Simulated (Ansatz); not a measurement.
Worked example: relaxation of cell and atoms of Al2Ru (Fddd, 6 atoms in the cell) in Ansatz (an electronic-structure program).

Level of theory: LDA (PW92), default PAW files made with PBE (plane waves; Ansatz).

The change in words: atoms on their sites; basis.ecutwfc: 420 eV → 295 eV; relax: default → cell and atoms. Reference geometry:
```
CELL_PARAMETERS angstrom
      0.00000     4.00978     4.41348
      2.36424     0.00000     4.41348
      2.36424     4.00978     0.00000
ATOMIC_POSITIONS crystal
  Al 0.07906 0.42094 0.07906
  Al 0.42094 0.07906 0.42094
  Al 0.17094 0.82906 0.17094
  Al 0.82906 0.17094 0.82906
  Ru 0.75566 0.75566 0.74434
  Ru 0.50000 0.50000 0.50000
```

Reference input (self-consistent single point, DFT, LDA (PW92), plane waves, default PAW files made with PBE): basis.ecutwfc = 420 eV; kpoints.mp_grid.grid = 5 5 5; hamiltonian.xc = lda; hamiltonian.pseudopotentials = {kind: paw} (the program's default PAW files); scf.occupations.method = fermi_dirac; scf.occupations.width = 0.1 eV. This run's input differs from it in these lines:

Ansatz 0.2 input:
```diff
@@ -11,6 +11,6 @@
     - { symbol: Al, position: [0.82906000, 0.17094000, 0.82906000] }
-    - { symbol: Ru, position: [0.75566400, 0.75566400, 0.74433600] }
+    - { symbol: Ru, position: [0.75000000, 0.75000000, 0.75000000] }
     - { symbol: Ru, position: [0.50000000, 0.50000000, 0.50000000] }
 basis:
-  ecutwfc: 420.0
+  ecutwfc: 295.0
 kpoints:
@@ -26,2 +26,4 @@
     width: 0.1
+relax:
+  cell: {}
 output:
```

The program printed (abridged):

```
   [... SCF lines of the steps left out ...]
relax step   1: F+E_penalty+E_count = -13571.59382488 eV  Δ(F+E_penalty+E_count) = +0.000e0 eV  max|allowed force component| = 6.530e-2 eV/Å  Δτ_max = 0.0000 Å  P = -6.265 GPa  Ω = 83.680 Å³  (6 SCF iters, dr2 threshold 1.00e-7 eV, accepted)
relax step   2: F+E_penalty+E_count = -13571.86220448 eV  Δ(F+E_penalty+E_count) = -2.684e-1 eV  max|allowed force component| = 4.940e-3 eV/Å  Δτ_max = 0.0004 Å  P = +4.166 GPa  Ω = 80.030 Å³  energy of the carried Pulay correction = +2.414e-1 eV  [...]
   [... lines left out ...]
relax step  10: F+E_penalty+E_count = -13571.66598529 eV  Δ(F+E_penalty+E_count) = -6.483e-3 eV  max|allowed force component| = 5.515e-4 eV/Å  Δτ_max = 0.0002 Å  P = -0.013 GPa  Ω = 80.734 Å³  energy of the carried Pulay correction = +6.403e-3 eV  [...]
relax step  11: F+E_penalty+E_count = -13571.65923394 eV  Δ(F+E_penalty+E_count) = +6.751e-3 eV  max|allowed force component| = 2.532e-4 eV/Å  Δτ_max = 0.0000 Å  P = -0.029 GPa  Ω = 80.734 Å³  stress off target by 3.36e-2 GPa  SCF on the basis [...]
basis re-selected at this cell: Δ(F+E_penalty+E_count) = +6.751e-3 eV, ΔP = -0.016 GPa vs the last step
the relaxation is at rest under the 8 symmetry operations that the run kept from its start: a minimum is not shown …
Free energy (F): -13571.659234 eV
Internal energy: -13571.651820 eV  (E = F + TS)
E sigma→0 (E₀):  -13571.655527 eV
Entropy (-TS):   -0.007414 eV (-1.236 meV/atom)
Fermi energy:    14.213113 eV
--- Forces (eV/Å), atoms counted from 1 ---
  atom   1  Al     0.00000000     0.00025316    -0.00000000
   [... lines left out ...]
  cell:  # Å, volume = 80.7341 Å³
   [... lines left out ...]
    - { symbol: Al, position: [0.42107378733980905, 0.07892621266019098, 0.42107378733980894] }
    - { symbol: Al, position: [0.17107378733980894, 0.8289262126601911, 0.17107378733980882] }
    - { symbol: Al, position: [0.8289262126601911, 0.171073787339809, 0.8289262126601908] }
    - { symbol: Ru, position: [0.7500000000000002, 0.75, 0.7499999999999999] }
    - { symbol: Ru, position: [0.5, 0.5, 0.4999999999999999] }
```

The run converged.  The full log also holds: “iter 5 did not close the SCF: its close was put off for the readings that it lacked (scf_convergence_deferred on its scf_iter line)”. The full log also holds: “iter 4 did not close the SCF: its close was put off for the readings that it lacked (scf_convergence_deferred on its scf_iter line)”.

Summary of the result:
| Item | Value |
|---|---|
| Free energy E − TS (on the zero of these files) | -13571.6592 eV |
| Pressure | -0.03 GPa |
| Final cell | a = 5.895 Å, b = 4.947 Å, c = 4.601 Å, α = 76.16°, β = 54.56°, γ = 49.28° |
| Final volume per atom | 13.46 Å³ |
| Relaxation steps | 11 |

The starting cell comes from a database of computed structures (which also holds hypothetical and non-ambient phases and stackings), without a prior relaxation at this level. Its lattice was rescaled by up to half a per cent. Spin polarisation is off. The relaxation keeps the symmetry of its start, so its end need not be a minimum. Ansatz's pressure includes its estimate of the finite-basis (Pulay) stress. Without the estimate this run gives -10.85 GPa. The cutoff lies below the one recommended for these files.
